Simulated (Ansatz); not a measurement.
The reference is NaI in the rock salt structure (space group Fm-3m, No. 225).

```yaml
crystal:
  lattice:
    - [0.00000, 3.26405, 3.26405]
    - [3.26405, 0.00000, 3.26405]
    - [3.26405, 3.26405, 0.00000]
  atoms:
    - { symbol: Na, position: [0.00000, 0.00000, 0.00000] }
    - { symbol: I, position: [0.50000, 0.50000, 0.50000] }
```

Method: PBE (Ansatz, a program for electronic structure), without spin-orbit coupling.

Base values:

* **Band gap**: 3.58 eV
* **Hole mass**: 0.39, 1.7, 1.7 mₑ (at Γ)
* **Gap character**: direct at Γ
* **Pressure**: 0.1 kbar

Perturbation: an isotropic linear strain of −2.00 %; the atoms relax in the strained cell.

### Question
What happens to the band gap, hole mass, gap character and pressure?

### Answer
The band gap increases by 0.16 eV to 3.74 eV; the hole mass (degenerate bands, along [100]) becomes 0.37, 1.6, 1.6 mₑ (at Γ) (base: 0.39, 1.7, 1.7 mₑ (at Γ)); the gap character stays direct at Γ; the pressure increases by 10.6 kbar to 10.7 kbar.

Spin-orbit coupling, missing from the scalar runs, can matter with I. Masses are band curvatures over ±0.01 Å⁻¹ around the edge. No phonon test of stability was made.
